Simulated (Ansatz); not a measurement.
# CoPdO2, response to strain

The reference is CoPdO$_{2}$ (space group R-3m, No. 166; not spin-polarised; relaxed with 0.1 eV smearing).

```xyz
4
Lattice="1.4312 0.8263 5.9529 -1.4312 0.8263 5.9529 0.0000 -1.6527 5.9529" Properties=species:S:1:pos:R:3 pbc="T T T"
Pd     0.0000     0.0000     0.0000
Co     0.0000     0.0000     8.9293
O      0.0000     0.0000     2.0155
O      0.0000     0.0000    15.8431
```

Strains are applied to the cell and any free atomic positions relax.

Method: PBE, PAW, 420 eV (Ansatz, an electronic-structure program; spin-orbit coupling left out), earlier PAW set.

Notes on the quantities. energy relative to the base: free energy F.

```json
[
 {"isotropic strain (%)": "-3.53", "energy relative to the base (meV/atom)": "87.5"},
 {"isotropic strain (%)": "-3.19", "energy relative to the base (meV/atom)": "70.5"},
 {"isotropic strain (%)": "-1.51", "energy relative to the base (meV/atom)": "?"},
 {"isotropic strain (%)": "0", "energy relative to the base (meV/atom)": "0.0"},
 {"isotropic strain (%)": "1.13", "energy relative to the base (meV/atom)": "7.4"}
]
```

Task: Fit ΔE = Aε² + Bε³ (ε in %) to the rows shown and predict the withheld row.

Result: Least squares on the printed values gives A = 6.08 and B = -0.27 meV/atom (largest residual 0.0 meV/atom); this predicts 14.8 meV/atom, and the run gives 14.7 meV/atom, in agreement.

Whether these cells are dynamically stable was not tested. Starting moments died away, wholly or in part, for the base; another magnetic solution may exist. No Hubbard U is applied and the magnetic state is the run's own (CoPdO2 not spin-polarised; CoPdO2 non-magnetic); small cells can't hold the antiferromagnetic order that many such compounds have, so gaps and moments can be off. The final runs are not spin-polarised. An odd electron count without spin: CoPdO2.
